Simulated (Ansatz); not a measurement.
An Ansatz (a first-principles code) run: CoSi2 with a change (pressure 1.8 GPa); Kohn–Sham DFT with the r2SCAN functional, run in Ansatz with PAW and 500 eV plane waves, no spin-orbit coupling, earlier PAW set.

Input:

Ansatz 0.2 input:
```yaml
crystal:
  lattice:
    - [0, 2.6573475023, 2.6573475023]
    - [2.6573475023, 0, 2.6573475023]
    - [2.6573475023, 2.6573475023, 0]
  atoms:
    - { symbol: Co, position: [0, 0, 0] }
    - { symbol: Si, position: [0.25, 0.25, 0.25] }
    - { symbol: Si, position: [0.75, 0.75, 0.75] }
basis: { ecutwfc: 500, ecutrho_ratio: 4, xc_grid: 4, fft_grid_basis: typed }
kpoints: { mp_grid: { grid: [15, 15, 15] } }
hamiltonian:
  xc: r2scan
  dispersion: none
  pseudopotentials: { azcp: { folder: ./paw }, kind: paw }
scf: { occupations: { method: fermi_dirac, width: 0.05 } }
relax: { f_tol: 0.01, max_steps: 60, cell: { stress_tol: 0.02, p_target: 1.8 } }
output: { forces: true, stress: true }
checkpoint: { write: state.ck, write_every: 1000 }
```

Output (explanatory and most iteration lines left out):

```
Relaxation: its limit of steps is 60 (relax.max_steps)
Pseudopotential: Co, paw, valence charge 17
Pseudopotential: Si, paw, valence charge 4
Crystal: 3 atoms, lattice volume = 37.530 Å³
Basis set: ecut = 500 eV, 941 PW (Γ), exchange–correlation on 120×120×120 points (64 copies of the dense FFT grid, shifted against one another)
Bands: 17, of which v1, the nominal top of the filled ones, is band 13 counted from 1 (12 counted from 0)
Symmetry: 48 space group operations
Space group: Fm-3m (ITA 225), of the structure as read, at distance tolerance 3.3e-5 Å
k-points: 120 of 3375
Functional: x = r2scan, c = r2scan; τ floored in thin density (d = 2e-4 eV/Å³)
SCF iter   1: F=—  HF=-6411.937268 eV  |F-HF|=—  |Δ(HF+E_count)|=         —  Δρ=1.61e-1  dr2=1.02e1  dr2_τ=1.78e-1  ethr=3.10e-3  ⟨swp⟩=5.9  Hψ=11375  notcnv=0
SCF iter   2: F=—  HF=-6411.924589 eV  |F-HF|=—  |Δ(HF+E_count)|=   1.27e-2  Δρ=1.79e-1  dr2=6.76e0  dr2_τ=9.29e-2  ethr=3.10e-3  ⟨swp⟩=3.1  Hψ=5561  notcnv=0  defer=27
SCF 1 converged in 10 iterations: F = -6410.893374 eV  dr2 = 4.91e-9
relax step   1: F+E_penalty+E_count = -6410.89337365 eV  Δ(F+E_penalty+E_count) = +0.000e0 eV  max|allowed force component| = 9.252e-18 eV/Å  Δτ_max = 0.0000 Å  P = -0.003 GPa  Ω = 37.530 Å³  (10 SCF iters, dr2 threshold 1.00e-7 eV, accepted)
[... steps on the carried basis left out ...]
relax step   4: F+E_penalty+E_count = -6410.89150322 eV  Δ(F+E_penalty+E_count) = +1.207e-4 eV  max|allowed force component| = 1.033e-16 eV/Å  Δτ_max = 0.0000 Å  P = +1.809 GPa  Ω = 37.194 Å³  stress off target by 9.06e-3 GPa  SCF on the basis re-selected at this cell (its energy is not comparable with the rows above)  (7 SCF iters)
SCF converged after 7 iterations
Free energy (F): -6410.891503 eV
Internal energy: -6410.883359 eV  (E = F + TS)
E sigma→0 (E₀):  -6410.887431 eV
Entropy (-TS):   -0.008145 eV (-2.715 meV/atom)
Fermi energy:    13.277050 eV
--- Forces (eV/Å), atoms counted from 1 ---
  atom   1  Co    -0.00000000     0.00000000    -0.00000000
  atom   2  Si     0.00000000    -0.00000000     0.00000000
  atom   3  Si     0.00000000     0.00000000    -0.00000000
--- Stress (GPa, compression-positive) ---
        1.809058      -0.000000      -0.000000
       -0.000000       1.809058       0.000000
       -0.000000      -0.000000       1.809058
  P = ⅓ Tr σ = 1.8091 GPa (18.091 kbar)
--- Relaxed structure (3 steps of the walk, 3 accepted, 1 SCFs on fresh bases) ---
  cell:  # Å, volume = 37.1935 Å³
    - [-2.547686016447794e-35, 2.6493889663851804, 2.6493889663851804]
    - [2.6493889663851804, 2.5476860164477947e-35, 2.6493889663851804]
    - [2.6493889663851804, 2.6493889663851804, -1.6559959106910668e-34]
  atoms:
    - { symbol: Co, position: [3.2809073642116416e-35, -4.721612611391826e-35, 4.089338037847666e-37] }
    - { symbol: Si, position: [0.25, 0.25, 0.25] }
    - { symbol: Si, position: [0.7499999999999999, 0.7499999999999999, 0.7499999999999999] }
```

Load acts through the strain it causes; cell and atoms are relaxed under it. Whether these cells are dynamically stable was not tested. The final runs are not spin-polarised. The cell was made from CoSi2 (space group Fm-3m, No. 225; non-magnetic) by this change: pressure 1.8 GPa.
